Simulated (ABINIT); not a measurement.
# Input and output of a self-consistent single point for LiH (Fm-3m, 2 atoms in the cell) (ABINIT)

Method of the run: PBE, PAW (JTH v2.0 PBE PAW) (plane waves; ABINIT).

Input:

```
# LiH, JTH v2.0 PBE PAW
pp_dirpath "./"
pseudos "Li.GGA_PBE-JTH.xml, H.GGA_PBE-JTH.xml"
acell 3*1.0 Angstrom
rprim
        -0.0000000000    2.0502000000    2.0502000000
         2.0502000000   -0.0000000000    2.0502000000
         2.0502000000    2.0502000000   -0.0000000000
natom 2
ntypat 2
znucl 3 1
typat 1 2
xcart
         0.0000000000    0.0000000000    0.0000000000
         2.0502000000    2.0502000000    2.0502000000
      Angstrom
ecut 30
pawecutdg 60
occopt 3
tsmear 0.05 eV
nband 7
kptopt 1
ngkpt 10 10 10
nshiftk 1
shiftk 0 0 0
nstep 50
toldfe 1.0e-09
prtwf 0
prtden 0
```

The program printed (abridged):

```
 Symmetries : space group Fm -3 m (#225); Bravais cF (face-center cubic)

 -outvars: echo values of preprocessed input variables --------
            acell      1.8897261329E+00  1.8897261329E+00  1.8897261329E+00 Bohr
             ecut      3.00000000E+01 Hartree
              ixc     -101130
         kptrlatt       10    0    0      0   10    0      0    0   10
          kptrlen      5.47911096E+01
            natom           2
            nband           7
            ngfft          30      30      30
          ngfftdg          40      40      40
             nkpt          47
            nstep          50
             nsym          48
           ntypat           2
           occopt           3
        pawecutdg      6.00000000E+01 Hartree
            rprim     -0.0000000000E+00  2.0502000000E+00  2.0502000000E+00
                       2.0502000000E+00 -0.0000000000E+00  2.0502000000E+00
                       2.0502000000E+00  2.0502000000E+00 -0.0000000000E+00
          spgroup         225
           toldfe      1.00000000E-09 Hartree
           tsmear      1.83746627E-03 Hartree
            typat      1  2
           useylm           1
             xred      0.0000000000E+00  0.0000000000E+00  0.0000000000E+00
                       5.0000000000E-01  5.0000000000E-01  5.0000000000E-01
            znucl        3.00000    1.00000

== DATASET  1 ==================================================================

 Real(R)+Recip(G) space primitive vectors, cartesian coordinates (Bohr,Bohr^-1):
 R(1)=  0.0000000  3.8743165  3.8743165  G(1)= -0.1290550  0.1290550  0.1290550
 R(2)=  3.8743165  0.0000000  3.8743165  G(2)=  0.1290550 -0.1290550  0.1290550
 R(3)=  3.8743165  3.8743165  0.0000000  G(3)=  0.1290550  0.1290550 -0.1290550
 Unit cell volume ucvol=  1.1630953E+02 bohr^3
 Angles (23,13,12)=  6.00000000E+01  6.00000000E+01  6.00000000E+01 degrees

 Coarse grid specifications (used for wave-functions):

 getcut: wavevector=  0.0000  0.0000  0.0000  ngfft=  30  30  30
         ecut(hartree)=     30.000   => boxcut(ratio)=   2.22314

 Fine grid specifications (used for densities):

 getcut: wavevector=  0.0000  0.0000  0.0000  ngfft=  40  40  40
         ecut(hartree)=     60.000   => boxcut(ratio)=   2.09367

   2.40887065E+01                                ecore*ucvol(ha*bohr**3)

_setup2: Arith. and geom. avg. npw (full set) are     912.759     912.748

--- !BeginCycle
solver: {iscf: 17, nstep: 50, nline: 4, wfoptalg: 10, }
tolerances: {toldfe: 1.00E-09, }
...

     iter   Etot(hartree)      deltaE(h)  residm     nres2
 ETOT  1  -7.9157453009441    -7.916E+00 3.223E+00 4.630E+00
 ETOT  2  -8.1372123707646    -2.215E-01 1.271E-02 8.359E-01
 ETOT  3  -8.1353839008692     1.828E-03 1.842E-02 4.653E-02
 ETOT  4  -8.1354080977729    -2.420E-05 2.581E-03 6.870E-03
 ETOT  5  -8.1354272075702    -1.911E-05 2.883E-04 2.635E-04
 ETOT  6  -8.1354282466115    -1.039E-06 6.023E-05 1.506E-05
 ETOT  7  -8.1354282504151    -3.804E-09 3.380E-05 3.759E-07
 ETOT  8  -8.1354282506576    -2.425E-10 3.905E-05 1.320E-08
 ETOT  9  -8.1354282506310     2.658E-11 7.067E-06 3.009E-09

 At SCF step    9, etot is converged :
  for the second time, diff in etot=  2.658E-11 < toldfe=  1.000E-09

 Cartesian components of stress tensor (hartree/bohr^3)
  sigma(1 1)=  7.36376869E-05  sigma(3 2)=  0.00000000E+00
  sigma(2 2)=  7.36376869E-05  sigma(3 1)=  0.00000000E+00
  sigma(3 3)=  7.36376869E-05  sigma(2 1)=  0.00000000E+00

 ----iterations are completed or convergence reached----

 reduced coordinates (array xred) for    2 atoms
       0.000000000000      0.000000000000      0.000000000000
       0.500000000000      0.500000000000      0.500000000000
 cartesian forces (eV/Angstrom) at end:
    1     -0.00000000000000    -0.00000000000000    -0.00000000000000
    2     -0.00000000000000    -0.00000000000000    -0.00000000000000
 frms,max,avg= 0.0000000E+00 0.0000000E+00   0.000E+00  0.000E+00  0.000E+00 e/A
 length scales=  1.889726132886  1.889726132886  1.889726132886 bohr
              =  1.000000000000  1.000000000000  1.000000000000 angstroms
 Fermi (or HOMO) energy (hartree) =   0.02217   Average Vxc (hartree)=  -0.29635
 Eigenvalues (hartree) for nkpt=  47  k points:
 kpt#   1, nband=  7, wtk=  0.00100, kpt=  0.0000  0.0000  0.0000 (reduced coord)
  -1.66758   -0.22880    0.52135    0.59378    0.59378    0.59378    0.76697
      occupation numbers for kpt#   1
   2.00000    2.00000    0.00000    0.00000    0.00000    0.00000    0.00000
 prteigrs : prtvol=0 or 1, do not print more k-points.

--- !EnergyTerms
comment             : Components of total free energy in Hartree
kinetic             :  2.07515169117569E+00
hartree             :  1.36672950729457E+00
xc                  : -9.83123414546903E-01
Ewald energy        : -3.38040386037592E+00
psp_core            :  2.07108627210899E-01
local_psp           : -3.26118411417166E+00
spherical_terms     : -4.15970654517896E+00
internal            : -8.13542810859229E+00
'-kT*entropy'       :  4.04894970280973E-17
total_energy        : -8.13542810859229E+00
total_energy_eV     : -2.21376257128338E+02
...

-Cartesian components of stress tensor (GPa)         [Pressure= -2.1665E+00 GPa]
- sigma(1 1)=  2.16649518E+00  sigma(3 2)=  0.00000000E+00
- sigma(2 2)=  2.16649518E+00  sigma(3 1)=  0.00000000E+00
- sigma(3 3)=  2.16649518E+00  sigma(2 1)=  0.00000000E+00

 Calculation completed.
```

The run converged in 9 iterations.

The starting cell has typed, rounded lattice constants, without a prior relaxation at this level. Its lattice was rescaled by up to half a per cent.

These are the values that this program gave, and no reference: the one-centre exchange-correlation terms come from a truncated expansion.
